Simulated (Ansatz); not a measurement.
Abridged Ansatz (a program for electronic structure) output:

```
Pseudopotential: Zn, paw, valence charge 12
Pseudopotential: S, paw, valence charge 6
Crystal: 4 atoms, lattice volume = 76.912 Å³
Basis set: ecut = 420 eV, 1521 PW (Γ), exchange–correlation on 54×54×90 points (8 copies of the dense FFT grid, shifted against one another)
Bands: 22, of which v1, the nominal top of the filled ones, is band 18 counted from 1 (17 counted from 0)
Symmetry: 12 space group operations
k-points: 56 of 600 (time reversal used)
Functional: x = pbesol(κ = 0.804, μ = 0.12345679012345678), c = pbesol(β = 0.046)
SCF iter   1: F=—  HF=-8335.043431 eV  |F-HF|=—  |Δ(HF+E_count)|=         —  Δρ=3.85e-2  dr2=6.56e-1  ethr=3.10e-3  ⟨swp⟩=6.6  Hψ=6990  notcnv=0
SCF iter   2: F=—  HF=-8334.903791 eV  |F-HF|=—  |Δ(HF+E_count)|=   1.40e-1  Δρ=1.59e-2  dr2=1.49e-1  ethr=1.82e-3  ⟨swp⟩=2.1  Hψ=2631  notcnv=0
SCF 1 converged in 10 iterations: F = -8334.871511 eV  dr2 = 9.99e-11
SCF converged after 10 iterations
Free energy (F): -8334.871511 eV
Internal energy: -8334.871511 eV  (E = F + TS)
E sigma→0 (E₀):  -8334.871511 eV
Fermi energy:    7.142360 eV
--- Forces (eV/Å), atoms counted from 1 ---
  atom   1  Zn     0.00000000     0.00000000     0.00063152
  atom   2  Zn    -0.00000000    -0.00000000     0.00063152
  atom   3  S     -0.00000000     0.00000000    -0.00063112
  atom   4  S      0.00000000    -0.00000000    -0.00063112
--- Stress (GPa, compression-positive) ---
       -0.004477       0.000000      -0.000000
        0.000000      -0.004477      -0.000000
       -0.000000      -0.000000       0.003045
  P = ⅓ Tr σ = -0.0020 GPa (-0.020 kbar)
```

Problem. What was computed, and what are the main results?

Solution. ZnS, 4 atoms in the cell, with PBEsol in Ansatz (plane waves to 420 eV, PAW, without spin-orbit coupling), earlier PAW set. The last SCF converged to F = -8334.871511 eV, or -2083.7179 eV per atom, at a pressure of 0.00 GPa. The total energy compares only with runs of the same code, potentials and settings.

No phonon test of stability was made. The cell was made from CdS by this change: Cd → Zn.
